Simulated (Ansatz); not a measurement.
CaAlHO2 (model structure, started from the SrVO2H type, P4/mmm, No. 123, 5 atoms in the cell), treated with LDA in Ansatz (PAW).

Settings: plane-wave cutoff 520 eV, 10×10×10 k mesh, Fermi–Dirac smearing 0.01 eV, scalar-relativistic PAW data made under PBE.

Computed at the level's own relaxed cell.

```yaml
crystal:
  lattice:
    - [3.68769, 0.00000, 0.00000]
    - [0.00000, 3.68769, 0.00000]
    - [0.00000, 0.00000, 3.40538]
  atoms:
    - { symbol: Ca, position: [0.50000, 0.50000, 0.50000] }
    - { symbol: Al, position: [0.00000, 0.00000, 0.00000] }
    - { symbol: O, position: [0.50000, 0.00000, 0.00000] }
    - { symbol: O, position: [0.00000, 0.50000, 0.00000] }
    - { symbol: H, position: [0.00000, 0.00000, 0.50000] }
```

Q: List the 15 lowest band energies at Γ above −25 eV (eV, relative to the valence band maximum), grouping those that round alike.

A: At Γ: -19.81 (×2), -19.63, -18.36, -16.32, -5.17 (×2), -4.67, -3.01, -1.42, -1.08 (×2), 4.56, 4.95, 5.77.

Note: the relaxation could raise the start's symmetry but not lower it, so the cell can be a saddle point.

A model structure was made by putting elements into a prototype or built by hand; it is no filed structure, need not be a known phase, and can be a saddle point held by its symmetry.

Ansatz is a program for electronic structure.
